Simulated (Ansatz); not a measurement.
Consider TlAs in the CsCl type structure (space group Pm-3m, No. 221; a = 3.6016 Å; a hypothetical phase, not in the database extracts checked; relaxed with 0.1 eV smearing). Axes: x, y, z lie along the cube axes.

The values are results of Kohn–Sham DFT with the PBEsol functional, run in Ansatz (an electronic-structure program) with PAW and 420 eV plane waves, no SOC, not measurements.

One thing is altered: every lattice vector is shortened by 1.54 %, atoms relaxed at fixed cell.

Question: Predict the stress tensor and what it implies for the stiffness.

Answer: Stress of the strained cell less that of the base (GPa, compression positive):
```
    3.0     0.0     0.0
    0.0     3.0     0.0
    0.0     0.0     3.0
```

Then B = −ΔP/(ΔV/V₀) with ΔV/V₀ = -0.0455 gives secant stiffness values (nonlinear terms included at this strain): B ≈ 66 GPa.

As a check, the harmonic strain energy −½ V₀ Δσ:ε is 10 meV/atom; the computed energy rise is 9.6 meV/atom.

Stability against distortions was not tested. All final runs are without spin polarisation.
